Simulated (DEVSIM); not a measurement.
Structure: abrupt Si n-p junction, at 400 K.

Layer 1 from the left is Si, thickness (μm) 47.0, Nd (cm⁻³) 5.2e18, τn (s) 1.8e-5, τp (s) 1.8e-5. Layer 2 from the left is Si, thickness (μm) 2.10, Na (cm⁻³) 1.8e15, τn (s) 1.8e-5, τp (s) 1.8e-5.

Left contact: ohmic. Right contact: ohmic. Voltage is applied to the left contact. Recombination: SRH at mid-gap. Mobility is μmin + (μ − μmin)/(1 + (N/Nref)^α).

This is a model device: material constants are rounded textbook-type values typed into the input, and sizes, dopings and lifetimes were drawn at random. Values at 300 K; Nc and Nv go as T^1.5, mobilities as T to minus their exponent, the gap by Varshni's rule with the affinity fixed.

Si: gap (eV) 1.124, affinity (eV) 4.05, permittivity 11.7, Nc (cm⁻³) 2.86e19, Nv (cm⁻³) 3.1e19, μn (cm²/Vs) 1417, μp (cm²/Vs) 470, μn,min 52, μp,min 45, Nref,n 9.7e16, Nref,p 2.2e17, αn 0.68, αp 0.72, T exponent of μn 2.3, T exponent of μp 2.2, Varshni α (eV/K) 0.000473, Varshni β (K) 636.

DEVSIM, 1D drift-diffusion, Boltzmann statistics, complete ionisation; no tunnelling, impact ionisation, image-force lowering or self-heating.

Problem. What does the simulation give for the largest field in the device at zero bias, the dark forward voltage at 100 A/cm², the potential step across the device at zero bias, the dark forward voltage at 1 A/cm²?

Solution. largest field in the device at zero bias 140000 V/cm; dark forward voltage at 100 A/cm² 0.466 V; potential step across the device at zero bias 0.672 V; dark forward voltage at 1 A/cm² 0.271 V.
